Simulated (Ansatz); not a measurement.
Consider ZrO2 (space group P4_2/nmc, No. 137; a = 3.5844 Å, c = 5.1771 Å).

Calculations: PBEsol (Ansatz, a quantum-chemistry and plane-wave program), spin-orbit coupling left out.

For the base:

| Property | Value |
|---|---|
| Gap character | indirect, M–Γ (56 % along) → Γ |
| Gap between the host's bands | 4.00 eV |

Modification: 0.133 holes added to each cell, a density of 2.0×10^21 cm⁻³, with a uniform compensating background at fixed cell and a 300 K Fermi–Dirac width.

**Question.** What happens to the gap character?

**Answer.** The gap character remains indirect, M–Γ (56 % along) → Γ.

**Question.** Estimate the effect on the Fermi level from band edge.

**Answer.** The Fermi level relative to the doped band's edge (positive inside the band; to 0.05 eV) comes out as +0.05 eV.

**Question.** What happens to the gap between the host's bands?

**Answer.** The gap between the host's bands grows by 0.07 eV, from 4.00 eV to 4.07 eV.

Carriers are added with a uniform compensating background; total energy and stress of such cells depend on the potential's zero and are not compared; many-body gap narrowing is missing at this level. Whether these cells are dynamically stable was not tested. This is not the structure that ZrO2 has at room temperature and ambient pressure.
